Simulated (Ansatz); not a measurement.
```yaml
crystal:
  lattice:
    - [0.05757, 2.46299, 2.44425]
    - [2.50255, 0.01266, 2.48916]
    - [2.44912, 2.45447, 0.06609]
  atoms:
    - { symbol: S, position: [0.75169, 0.74829, 0.75245] }
    - { symbol: Be, position: [0.99831, 0.00171, 0.99755] }
```

No spin polarisation.

Level of theory: r2SCAN (Ansatz, an electronic-structure program; PAW; 500 eV plane waves; no SOC), earlier PAW set. k-mesh 12×12×12 (Γ-centred); smearing 0.05 eV (Fermi–Dirac).

**Question.** What smallest direct gap does the calculation give?

**Answer.** 5.66 eV.

**Question.** What is the computed stress (xx, yy, zz, yz, xz, xy; compression positive)?

**Answer.** (-1.09, -1.53, -0.55, -0.74, -3.91, -0.14) GPa.

**Question.** What band gap does the calculation give?

**Answer.** 3.39 eV.

The cells carry an imposed strain or load. No phonon test of stability was made. The cell was made from BeS in the zinc blende structure (space group F-43m, No. 216) by this change: strain tensor (xx, yy, zz, yz, xz, xy) = (+0.53, +0.75, −0.02, +0.44, +2.28, +0.09) %.
